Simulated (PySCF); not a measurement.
PySCF 2.14.0, PBE/def2-tzvp, df: Mo(NH)(F)(Cl)3 ([NH]=[Mo]([F])([Cl])([Cl])[Cl]), 7 atoms. The geometry is a generated start, not checked to be a minimum at this level.

* **task**: energy
* **method**: pbe
* **basis**: def2-tzvp
* **two-electron scheme**: density fitting
* **mol.max_memory**: 3000 MB
* **mf.init_guess**: minao (default)
* **mf.DIIS**: CDIIS (default)
* **mf.diis_space**: 8 (default)
* **mf.conv_tol**: 1e-09 (default)
* **mf.grids.level**: 3 (default)
* **effective core potentials**: those of the basis set, past Kr
* **basis functions**: 219
* **grid points**: 117056

It runs on a single node (Arm Neoverse V2, 96 cores on 1 socket, no SMT, 1 L3 cache group).

Wall times, medians of two to five repeats, each run alone on the node (launch to exit). Unless noted, each process is bound to its own block of adjacent cores. The build: PyPI wheel: OpenMP (GNU), a bundled serial OpenBLAS 0.3.3 under its C layer, NumPy's threaded OpenBLAS held to generic ARMv8 kernels, libcint, Libxc; another build can shift the numbers. Scratch files lie in a memory file system. This build's BLAS runs threads of its own beside OpenMP's, on the same cores; «BLAS threads» counts them.

Started as
```bash
OMP_NUM_THREADS=32 OPENBLAS_NUM_THREADS=1 python -u run.py
```
(32 threads, 1 BLAS thread) it takes 4.3 s and 17 Fock builds (products with the orbital Hessian counted alike).

Predict the time once the run is changed to 32 threads, 32 BLAS threads.

About 7.9 s (3 runs within 9 %): 1.8× as long. The largest move is in the rest of the SCF (diagonalisation, DIIS, set-up): 1.1 s to 3.9 s. The slower run has 32 BLAS threads beside the program's own on the same cores, and burns 2.3 times the CPU time. Change in the result: energy equal as printed.
